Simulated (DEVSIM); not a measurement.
Structure: Schottky contact on n-type Ge, at 300 K.

```
layer (left to right)  material  thickness (μm)  Nd (cm⁻³)  τn (s)  τp (s)
---------------------  --------  --------------  ---------  ------  ------
1                            Ge            5.10     7.4e15  5.2e-5  5.2e-5
2                            Ge            1.40     2.5e18  5.2e-5  5.2e-5
```

Left contact: Schottky, work function 4.49 eV, emission velocity 1.7e6 cm/s. Right contact: ohmic. Voltage is applied to the left contact. Recombination: SRH at mid-gap, Auger. Mobility is μmin + (μ − μmin)/(1 + (N/Nref)^α).

This is a model device: material constants are rounded textbook-type values typed into the input, and sizes, dopings and lifetimes were drawn at random. Values at 300 K.

| parameter | Ge |
|---|---|
| gap (eV) | 0.664 |
| affinity (eV) | 4 |
| permittivity | 16 |
| Nc (cm⁻³) | 1.04e19 |
| Nv (cm⁻³) | 6e18 |
| μn (cm²/Vs) | 3900 |
| μp (cm²/Vs) | 1900 |
| μn,min | 150 |
| μp,min | 100 |
| Nref,n | 2.6e17 |
| Nref,p | 4e17 |
| αn | 0.56 |
| αp | 0.6 |
| Cn (cm⁶/s) | 1e-31 |
| Cp (cm⁶/s) | 1e-31 |

Simulated with DEVSIM: 1D drift-diffusion, Boltzmann statistics, complete ionisation; no tunnelling, impact ionisation, image-force lowering or self-heating. Metal contacts follow the ideal Schottky-Mott rule: no Fermi-level pinning, no interface dipoles.

Base results: dark forward voltage at 100 A/cm² (V) 0.239; dark forward voltage at 1 A/cm² (V) 0.107; potential step across the device at zero bias (V) 0.453.

Question: What follows from this one change: metal work function 4.49 → 4.44 eV?

Answer: dark forward voltage at 100 A/cm² 0.239 → 0.190 V; dark forward voltage at 1 A/cm² 0.107 → 0.060 V; potential step across the device at zero bias 0.453 → 0.403 V.

Question: What follows from this one change: doping Nd of layer 1 7.4e+15 → 2.2e+17 cm^-3?

Answer: dark forward voltage at 100 A/cm² 0.239 → 0.226 V; dark forward voltage at 1 A/cm² little changed (0.107 V); potential step across the device at zero bias little changed (0.453 V).
